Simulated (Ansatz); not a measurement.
# Hypothetical Fm-3m WTe2, pressure series

Start from WTe$_{2}$ (space group Fm-3m, No. 225; a hypothetical phase, not in the database extracts checked).

```yaml
crystal:
  lattice:
    - [0.00000, 3.33045, 3.33045]
    - [3.33045, 0.00000, 3.33045]
    - [3.33045, 3.33045, 0.00000]
  atoms:
    - { symbol: W, position: [0.00000, 0.00000, 0.00000] }
    - { symbol: Te, position: [0.25000, 0.25000, 0.25000] }
    - { symbol: Te, position: [0.75000, 0.75000, 0.75000] }
```

Cell and atoms are relaxed at each pressure.

All numbers come from PBE/PAW in Ansatz (a first-principles code), no spin-orbit coupling, earlier PAW set.

Notes on the quantities. enthalpy: H = E + PV relative to the base's energy.

```csv
variant,volume per atom,enthalpy
base,24.63 Å³,–
pressure −2 GPa,25.15 Å³,-0.31 eV/atom
pressure −1 GPa,24.88 Å³,-0.15 eV/atom
pressure 3 GPa,23.93 Å³,+0.45 eV/atom
pressure 7 GPa,23.14 Å³,+1.04 eV/atom
pressure 15 GPa,21.87 Å³,+2.16 eV/atom
pressure 30 GPa,20.24 Å³,+4.13 eV/atom
pressure 50 GPa,18.75 Å³,+6.55 eV/atom
pressure 75 GPa,17.42 Å³,+9.37 eV/atom
pressure 100 GPa,16.43 Å³,+12.01 eV/atom
```

Load acts through the strain it causes; cell and atoms are relaxed under it. Stability against distortions was not tested. No other phases were tried under pressure. All final runs are without spin polarisation. WTe2 has a high density of states at the Fermi level and may be magnetic at this level.
